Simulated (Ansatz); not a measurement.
## CsSrF3: biaxial strain −0.32 %, plane normal [001], relaxed out of plane

The reference is CsSrF3 in the cubic perovskite structure (space group Pm-3m, No. 221; a = 4.7374 Å; a cell from a computed database, its experimental status unchecked). Axes: x, y, z lie along the cube axes.

Now apply this change: compressive biaxial strain of 0.32 % in the plane normal to [001], as in epitaxy on a mismatched substrate; the out-of-plane cell vector and the atoms relax.

Level of theory: Ansatz (a first-principles code), PBEsol, PAW, cutoff 420 eV, no SOC, earlier PAW set. Settings: 7×7×7 k-points, 0.05 eV Fermi–Dirac smearing.

| quantity | base | changed | shift |
|---|---|---|---|
| volume per atom | 21.26 Å³ | 21.15 Å³ | -0.11 Å³ |
| shortest interatomic distance | 236.9 pm | 236.1 pm | -0.8 pm |
| energy relative to the base (free energy F) | 0 meV/atom | +0.2 meV/atom | +0.2 meV/atom |
| pressure (mean of the normal stresses, compression positive) | 0.00 GPa | 0.23 GPa | +0.23 GPa |
| band gap | 6.30 eV | 6.31 eV | +0.015 eV |
| gap character | direct at Γ | direct at Γ | – |
| electron mass | 0.45 mₑ (at Γ) | 0.45 mₑ (at Γ) | – |
| valence-band top at Γ (three highest levels, from the VBM) | 0.00, 0.00, 0.00 eV | 0.00, 0.00, -0.01 eV | – |
| out-of-plane strain | – | +0.12 % | – |
| mean in-plane stress (compression positive) | – | +0.3 GPa | – |

Final structure (turned so that z lies along the plane normal):

```yaml
crystal:
  lattice:
    - [4.72221, 0.00000, 0.00000]
    - [0.00000, 4.72221, 0.00000]
    - [0.00000, 0.00000, 4.74315]
  atoms:
    - { symbol: Cs, position: [0.00000, 0.00000, 0.00000] }
    - { symbol: Sr, position: [0.50000, 0.50000, 0.50000] }
    - { symbol: F, position: [0.00000, 0.50000, 0.50000] }
    - { symbol: F, position: [0.50000, 0.00000, 0.50000] }
    - { symbol: F, position: [0.50000, 0.50000, 0.00000] }
```

Masses are band curvatures over ±0.01 Å⁻¹ around the edge. Whether these cells are dynamically stable was not tested. Many cubic perovskites are stable only at high temperature; tilts and polar distortions were not tested. Labels are those of the standard path for the cell's own space group.
